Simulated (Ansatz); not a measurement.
Start from BaTiO$_{3}$ in the cubic perovskite structure (space group Pm-3m, No. 221; a = 3.970 Å). Axes: x, y, z lie along the cube axes.

It is then changed as follows: biaxial strain +2.50 %, plane normal [111], relaxed out of plane (Cartesian); in-plane vectors clamped, the third vector and the atoms free.

The values are results of plane-wave PAW DFT at the PBEsol level (Ansatz, a quantum-chemistry and plane-wave program, 420 eV), without spin-orbit coupling, not measurements.

### Question
Give the band edges at the high-symmetry points of the new zone, measured from its valence-band maximum.

### Answer
```csv
point,valence edge (eV),conduction edge (eV)
Γ,-0.03,1.60
L,-0.62,1.82
T,0.00,4.03
P₀,-0.01,4.02
P₂,-0.01,4.02
F,-0.09,3.40
```

The gap is 1.60 eV, indirect, T → Γ.

Stability against distortions was not tested. All final runs are without spin polarisation. Many cubic perovskites are stable only at high temperature; tilts and polar distortions were not tested. This is not the structure that BaTiO3 has at room temperature and ambient pressure. Labels are those of the standard path for the cell's own space group.
